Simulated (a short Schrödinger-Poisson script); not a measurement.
Stack: MOS inversion layer, Al2O3 on p-type InP, at 300 K.

| layer | material | thickness (nm) | Na (cm⁻³) |
|---|---|---|---|
| 1 | Al2O3 | 3.9 | - |
| 2 | InP | 2000 | 5.6e16 |

Constants are typed, rounded textbook-type inputs, not results; the design itself was drawn at random and stands for no fabricated device. Al2O3: permittivity 9, conduction-band edge (eV) 3.03, gap (eV) 6.8, electron mass (mₑ) 0.3. InP: permittivity 12.5, conduction-band edge (eV) 0, gap (eV) 1.344, Nv at 300 K (cm⁻³) 1.1e19.

Channel valleys (confinement mass, in-plane density-of-states mass, number): Γ 0.08, 0.08, 1. At the gate the conduction-band edge of layer 1 lies 3.65 eV − eVg above the Fermi level of the channel; the field vanishes at the back. Gaps are held at their typed values at every temperature. Mesh 0.03 nm at interfaces.

Solved with a short Schrödinger-Poisson script written for these runs: 1D Poisson equation in equilibrium, electrons quantum, Hartree (BenDaniel-Duke, 12 states a valley, the channel's in-plane mass for all, wave functions ending at the dielectric), parabolic valleys, classical holes, full ionisation, no traps, pinning or gate leakage.

The same stack at other levels of the model or other numerical settings:

```csv
run,sheet density of all electrons at Vg = 1.4 V (cm⁻²),sheet density of all electrons at Vg = 0.8 V (cm⁻²),capacitance at Vg = 1.4 V (μF/cm²),centroid of the channel electrons at Vg = 1.4 V (nm),rough cost against the base
base,4.01e12,2.25e11,1.15,4.13,about 1
"electrons treated as classical, Boltzmann",7.05e12,?,1.88,0.79,0.06
"electrons treated as classical, Fermi-Dirac",4.88e12,4.88e11,1.29,?,0.4
"electrons treated as quantum, Hartree plus LDA exchange-correlation",4.17e12,2.60e11,?,4.01,2
mesh six times as coarse,4.01e12,2.25e11,1.15,4.13,0.2
one subband a valley,3.92e12,2.19e11,1.11,3.73,0.7
```

### Question
Some entries are withheld; supply them.

### Answer

- electrons treated as quantum, Hartree plus LDA exchange-correlation, capacitance at Vg = 1.4 V (μF/cm²): 1.17
- electrons treated as classical, Fermi-Dirac, centroid of the channel electrons at Vg = 1.4 V (nm): 2.60
- electrons treated as classical, Boltzmann, sheet density of all electrons at Vg = 0.8 V (cm⁻²): 6.34e11

The classical rows ignore confinement, and Boltzmann statistics overrate the density once the band edge passes the Fermi level.

Above a few 1e12 electrons/cm² a light Γ valley is non-parabolic and upper valleys begin to fill, which the model leaves out.
